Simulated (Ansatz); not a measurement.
Start from Li in the bcc (W type) structure (space group Im-3m, No. 229; relaxed with 0.1 eV smearing).

```xyz
1
Lattice="-1.7171 1.7171 1.7171 1.7171 -1.7171 1.7171 1.7171 1.7171 -1.7171" Properties=species:S:1:pos:R:3 pbc="T T T"
Li     0.0000     0.0000     0.0000
```

Cartesian axes are those of the cell as printed.

Method: Ansatz (a first-principles code) PBEsol, no spin-orbit coupling.

For the base:

The pressure is 0.0 GPa. The volume per atom is 20.25 Å³.

It is then changed as follows: compressive biaxial strain of 0.83 % in the plane normal to [111], as in epitaxy on a mismatched substrate; the out-of-plane cell vector and the atoms relax.

### Question
How does this affect the pressure and volume per atom?

### Answer
The pressure (mean of the normal stresses, compression positive) goes from zero to 0.2 GPa; the volume per atom falls by 0.25 Å³ to 20.00 Å³.

Stability against distortions was not tested.
